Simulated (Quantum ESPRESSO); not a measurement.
A series of runs on TaNiAs (Pnma, 12 atoms in the cell)

Space group Pnma (No. 62); a = 6.291 Å, b = 3.703 Å, c = 7.302 Å, α = β = γ = 90.00°

| atom | site | symmetry | x | y | z |
|---|---|---|---|---|---|
| Ta | 4c | .m. | 0.0193 | 0.2500 | 0.6615 |
| Ni | 4c | .m. | 0.1573 | 0.2500 | 0.0724 |
| As | 4c | .m. | 0.2861 | 0.2500 | 0.3762 |

Base run A: LDA (PZ), PSlibrary PAW (LDA) pseudopotentials (Quantum ESPRESSO 7.5), self-consistent single point.

Its settings: ecutwfc = 50 Ry; ecutrho = 300 Ry; occupations = smearing; smearing = cold; degauss = 0.0147 Ry; K_POINTS = automatic 4 7 4 0 0 0; conv_thr = 1e-09 Ry; mixing_beta = 0.7.

The starting cell comes from a database of computed structures (which also holds hypothetical and non-ambient phases and stackings), without a prior relaxation at this level. Spin polarisation is off, so a magnetic state, if there is one, cannot be reached. In the base run, with a pressure of about -10 GPa the cell is away from its equilibrium volume at this level.

ΔF is the free energy per atom less that of run A. 

```json
[
 {"run": "A", "degauss": "0.0147 Ry", "ΔF (meV/atom)": "0.00", "pressure (GPa)": "-10.04", "largest force (eV/Å)": "0.137", "TS (meV/atom)": "-0.8"},
 {"run": "B", "degauss": "0.000146997 Ry", "ΔF (meV/atom)": "0.13", "pressure (GPa)": "-10.03", "largest force (eV/Å)": "0.148", "TS (meV/atom)": "0.0"},
 {"run": "C", "degauss": "0.000734986 Ry", "ΔF (meV/atom)": "0.12", "pressure (GPa)": "-10.03", "largest force (eV/Å)": "0.145", "TS (meV/atom)": "0.0"},
 {"run": "D", "degauss": "0.0018375 Ry", "ΔF (meV/atom)": "0.14", "pressure (GPa)": "-10.03", "largest force (eV/Å)": "0.145", "TS (meV/atom)": "0.0"},
 {"run": "E", "degauss": "0.0036749 Ry", "ΔF (meV/atom)": "0.16", "pressure (GPa)": "-10.03", "largest force (eV/Å)": "0.141", "TS (meV/atom)": "0.0"},
 {"run": "F", "degauss": "0.0073499 Ry", "ΔF (meV/atom)": "0.06", "pressure (GPa)": "-10.03", "largest force (eV/Å)": "0.135", "TS (meV/atom)": "0.3"},
 {"run": "G", "degauss": "0.011025 Ry", "ΔF (meV/atom)": "-0.06", "pressure (GPa)": "-10.03", "largest force (eV/Å)": "0.134", "TS (meV/atom)": "0.2"},
 {"run": "H", "degauss": "0.02205 Ry", "ΔF (meV/atom)": "1.10", "pressure (GPa)": "-10.08", "largest force (eV/Å)": "0.148", "TS (meV/atom)": "-5.4"},
 {"run": "I", "degauss": "0.036749 Ry", "ΔF (meV/atom)": "7.6", "pressure (GPa)": "-10.20", "largest force (eV/Å)": "0.175", "TS (meV/atom)": "-20.6"},
 {"run": "J", "degauss": "0.058799 Ry", "ΔF (meV/atom)": "21.2", "pressure (GPa)": "-10.31", "largest force (eV/Å)": "0.109", "TS (meV/atom)": "-45.0"}
]
```

Run E against A: The free energy hardly moves (within 1 meV/atom), the pressure moves little (-10.04 to -10.03 GPa) and the largest force goes from 0.137 to 0.141 eV/Å.

Run I against A: The free energy goes up by 7.6 meV/atom, the pressure goes from -10.04 to -10.20 GPa and the largest force goes from 0.137 to 0.175 eV/Å.

Run J against A: The free energy rises by 21.2 meV/atom, the pressure goes from -10.04 to -10.31 GPa and the largest force goes from 0.137 to 0.109 eV/Å.
